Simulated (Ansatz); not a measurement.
Relaxation of the outer planes of the (100) surface of fcc Pb in its 1x1 cell, outermost plane spacing 2.52 Å in the ideal cut.

Calculation: PBE (plane waves to 420 eV, PAW; Ansatz, an electronic-structure program).

Slab: 5 atoms, 10.1 Å thick at the start (thin: gaps and levels are the slab's own); k 11x11x1, smearing 0.1 eV, dipole-corrected; all atoms relaxed; held to the start's symmetry, so lower structures may exist; no spin, no spin-orbit, no U.

```tsv
plane	atoms	bulk spacing to the next (Å)	relaxed spacing (Å)	change (%)	rumpling (Å)
1	Pb	2.519	?	?	0.00
```

Problem. Complete the blanks.

Solution. 
- 1, relaxed spacing (Å): 2.369
- 1, change (%): -6.0
